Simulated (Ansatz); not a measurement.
Base system: AlN in the zinc blende structure (space group F-43m, No. 216).

```
CELL_PARAMETERS angstrom
      0.00000     2.18491     2.18491
      2.18491     0.00000     2.18491
      2.18491     2.18491     0.00000
ATOMIC_POSITIONS crystal
  N  0.75000 0.75000 0.75000
  Al 0.00000 0.00000 0.00000
```

Cartesian axes are those of the cell as printed.

Level of theory: plane-wave PAW DFT at the r2SCAN level (Ansatz, an electronic-structure program, 500 eV), scalar-relativistic without spin-orbit coupling.

Free-standing slabs (2 atom(s) a layer) normal to [110] with 15 Å of vacuum; in-plane cell held at bulk.

One change was made to it. Results:

The band gap drops by 2.31 eV (3.94 eV → 1.63 eV); the gap character comes out as indirect, U → Γ; the smallest direct gap drops by 1.85 eV to 2.99 eV; the shortest interatomic distance decreases by 0.215 Å (1.892 Å → 1.677 Å).

**Question.** Name the change that was made.
A. 1 layer
B. 7 layers
C. 5 layers
D. 3 layers

**Answer.** A, 1 layer. For comparison, the band gap in the other runs: 3 layers gives 2.08 eV; 7 layers gives 3.11 eV; 5 layers gives 2.84 eV.

Stability against distortions was not tested. This is not the structure that AlN has at room temperature and ambient pressure. Labels are those of the standard path for the cell's own space group.
